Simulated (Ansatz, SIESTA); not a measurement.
One structure in several programs: Cs2MnF5 (P4/mmm, 8 atoms in the cell)

Self-consistent single point.

```xyz
8
Lattice="6.3438 0.0000 0.0000 0.0000 6.3438 0.0000 0.0000 0.0000 4.2688" Properties=species:S:1:pos:R:3 pbc="T T T"
Cs     0.0000     3.1719     2.1344
Cs     3.1719     0.0000     2.1344
Mn     0.0000     0.0000     0.0000
F      5.0243     5.0243     0.0000
F      1.3195     1.3195     0.0000
F      1.3195     5.0243     0.0000
F      5.0243     1.3195     0.0000
F      0.0000     0.0000     2.1344
```
Moments meant for the start (each program seeds them in its own way; μB, in the order of the atoms Cs Cs Mn F F F F F): 0.0 0.0 4.0 0.0 0.0 0.0 0.0 0.0.

Shared settings, as Ansatz (a program for electronic structure) writes them: kpoints.mp_grid.grid = 2 2 2; scf.occupations.method = fermi_dirac; scf.occupations.width = 0.02 eV. Potentials and cutoffs stand in the table.

```json
[
 {"code": "SIESTA", "model": "GGA PBEsol, numerical atomic orbitals DZP, PseudoDojo PBEsol standard norm-conserving potentials (rewritten from UPF to PSML)", "pressure (GPa)": "-1.92", "largest force (eV/Å)": "0.280", "size of the net moment (μB/atom)": "0.50", "cutoff": "grid 400 Ry"},
 {"code": "Ansatz", "model": "PBEsol, PAW files made with PBE", "pressure (GPa)": "-0.67", "largest force (eV/Å)": "0.122", "size of the net moment (μB/atom)": "0.50", "cutoff": "420 eV"}
]
```

On Ansatz's run: with one magnetic atom in the cell only a parallel order is possible.

The spread over the programs that give each value: pressure within 1.25 GPa; largest force within 0.158 eV/Å; size of the net moment within 0.00 μB/atom.

SIESTA uses small atom-centred bases, whose incompleteness enters pressures, forces and empty levels differently from a plane-wave cutoff. Ansatz's pressure is given at a fixed set of plane waves, as the other plane-wave codes print theirs; with its correction for the finite basis it is -0.42 GPa (the shift of 0.25 GPa shows how far the cutoff is from converged).

On the base mesh (3 3 3) the same programs gave: Ansatz pressure -0.77 GPa; SIESTA pressure -1.72 GPa, gap on the mesh 0.581 eV.

The starting cell comes from a database of computed structures (which also holds hypothetical and non-ambient phases and stackings), without a prior relaxation at this level.

Left out of this page: CP2K (on another mesh).

Keys are those of Ansatz 0.2.
